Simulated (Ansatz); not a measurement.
The starting structures come from a database of crystals and need not be the phases stable at ambient conditions.

The decay constant κ of evanescent states in the gap governs leakage through a thin film.

Given:

```
CELL_PARAMETERS angstrom
      6.77066     0.00000     0.00000
      3.38533     6.63040     0.00000
      0.00000     3.45694     5.82163
ATOMIC_POSITIONS crystal
  Sr 0.16623 0.00000 0.33377
  Sr 0.83377 0.00000 0.66623
  Sr 0.66623 0.00000 0.16623
  Sr 0.33377 0.00000 0.83377
  Sr 0.25000 0.50000 0.25000
  Sr 0.75000 0.50000 0.75000
  Ga 0.75000 0.50000 0.25000
  Ga 0.25000 0.50000 0.75000
  O  0.79256 0.71094 0.99650
  O  0.20744 0.28906 0.00350
  O  0.29256 0.71094 0.79256
  O  0.70744 0.28906 0.20744
  O  0.49650 0.71094 0.29256
  O  0.50350 0.28906 0.70744
  O  0.99650 0.71094 0.49650
  O  0.00350 0.28906 0.50350
  F  0.50000 0.00000 0.50000
  F  0.00000 0.00000 0.00000
```

Space group of this cell: I4/mcm. The cell is taken as given; by PBEsol its mean pressure is -1.9 GPa.

Transport runs along the normal of the first two printed cell vectors, the (101) plane of the conventional cell.

The gap is the functional's own. No spin-orbit coupling. Mid-gap values are interpolated on the energy grid.

Q: Give the band gap and the smallest decay constant κ at mid-gap that PBEsol (Ansatz, a quantum-chemistry and plane-wave program) yields.

A: Gap 3.78 eV on a 6×6×6 mesh; κ = 0.317 1/Å, at the zone centre.
